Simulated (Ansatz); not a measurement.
SnI4 (P-43m, No. 215, 5 atoms in the cell; start mp-571436; a measured phase of this formula has another space group) was calculated with PBE0 (PAW; Ansatz, a quantum-chemistry and plane-wave program).

Numerical settings: plane-wave cutoff 460 eV, 4×4×4 k mesh, Fermi–Dirac smearing 0.01 eV, scalar-relativistic PAW data made under PBE.

Cell (relaxed with PBE-D3(BJ)):

```xyz
5
Lattice="6.0670 0.0000 0.0000 0.0000 6.0670 0.0000 0.0000 0.0000 6.0670" Properties=species:S:1:pos:R:3 pbc="T T T"
Sn     0.0000     0.0000     0.0000
I      1.5614     4.5056     4.5056
I      4.5056     4.5056     1.5614
I      4.5056     1.5614     4.5056
I      1.5614     1.5614     1.5614
```

Q: Give the computed band gap.

A: 
band gap: 2.16 eV (on the SCF k mesh)

Note: cell and atoms aren't relaxed at this level.

Spin–orbit coupling is not included; with these elements it can move the gap by several tenths of an eV or more.

Static lattice: no zero-point or thermal effects.

A start named mp-… is a Materials Project structure, which need not be a measured phase.
